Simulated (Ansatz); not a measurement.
The starting structures come from a database of crystals and need not be the phases stable at ambient conditions.

Tunnelling through a barrier is set by its complex band structure: the current falls as exp(−2κd) with the smallest κ.

Given:

```yaml
crystal:
  lattice:
    - [3.37697, 0.00000, 0.00000]
    - [1.68848, 6.54729, 0.00000]
    - [1.68848, 0.43544, 2.89194]
  atoms:
    - { symbol: Rb, position: [0.00000, 0.00000, 0.00000] }
    - { symbol: Lu, position: [0.50000, 0.50000, 0.50000] }
    - { symbol: O, position: [0.77608, 0.67177, 0.77608] }
    - { symbol: O, position: [0.22392, 0.32823, 0.22392] }
```

Space group of this cell: R-3m. The cell is taken as given; by r2SCAN its mean pressure is 2.3 GPa.

Transport runs along the normal of the first two printed cell vectors, the (101) plane of the conventional cell.

No gap correction and no spin-orbit coupling; mid-gap values are interpolated between computed energies.

Q: Predict the band gap and the smallest decay constant κ at mid-gap from r2SCAN (Ansatz, a first-principles code).

A: Gap 3.70 eV on a 10×10×10 mesh; κ = 0.319 1/Å, at the zone centre.
